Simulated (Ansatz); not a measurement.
System: InGaSbAs (model structure, Pmm2, No. 25, 4 atoms in the cell). Method: r²SCAN+SOC (Ansatz, a quantum-chemistry and plane-wave program, plane waves, PAW).

Numerical settings: plane-wave cutoff 560 eV, 14×14×10 k mesh (along the axes of the cell as run), Fermi–Dirac smearing 0.05 eV, PAW data made under PBE.

Cell (relaxed with PBEsol):

```cif
data_AsGaInSb
_chemical_formula_sum 'In1 As1 Ga1 Sb1'
_space_group_name_H-M_alt 'P 1'
_space_group_IT_number 1
_cell_length_a 4.31836
_cell_length_b 4.28350
_cell_length_c 6.13016
_cell_angle_alpha 90.000
_cell_angle_beta 90.000
_cell_angle_gamma 90.000
loop_
_space_group_symop_operation_xyz
  'x, y, z'
loop_
_atom_site_label
_atom_site_type_symbol
_atom_site_fract_x
_atom_site_fract_y
_atom_site_fract_z
_atom_site_occupancy
In1 In 0.00000 0.00000 0.01747 1
As1 As 0.50000 0.00000 0.26638 1
Ga1 Ga 0.50000 0.50000 0.48352 1
Sb1 Sb 0.00000 0.50000 0.72965 1
```

Question: Give the computed band gap.

Answer: 
band gap: 0.05 eV (under three smearing widths, so not firm)

Note: the relaxation could raise the start's symmetry but not lower it, so the cell can be a saddle point; cell and atoms aren't relaxed at this level (pressure 0.6 GPa).

Computed values are for the static lattice.

A model structure was made by putting elements into a prototype or built by hand; it is no filed structure, need not be a known phase, and can be a saddle point held by its symmetry.
